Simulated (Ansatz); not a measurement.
The starting structures come from a database of crystals and need not be the phases stable at ambient conditions.

 Where the default PAW files enter, the runs use the earlier of Ansatz's two default sets.

Data:

```
CELL_PARAMETERS angstrom
      8.12345     0.00000     0.00000
      0.00000     8.12345     0.00000
      4.06173    -4.06173     5.74415
ATOMIC_POSITIONS crystal
  Cs 0.25000 0.25000 0.50000
  Cs 0.75000 0.75000 0.50000
  Ag 0.50000 0.50000 0.00000
  Bi 0.00000 0.00000 0.00000
  Br 0.25081 0.25081 0.00000
  Br 0.74919 0.74919 0.00000
  Br 0.74919 0.25081 0.00000
  Br 0.25081 0.74919 0.00000
  Br 0.74919 0.25081 0.50162
  Br 0.25081 0.74919 0.49838
```

Space group of this cell: Fm-3m. The cell is taken as given; by r2SCAN its mean pressure is -0.9 GPa.

Transport runs along the normal of the first two printed cell vectors, the (001) plane of the conventional cell.

The gap is the functional's own. No spin-orbit coupling. Mid-gap values are interpolated on the energy grid.

Task: Predict the band gap and the smallest decay constant κ at mid-gap from r2SCAN (Ansatz, a program for electronic structure).

Result: Gap 1.74 eV on a 6×6×6 mesh; κ = 0.196 1/Å, at the zone centre.
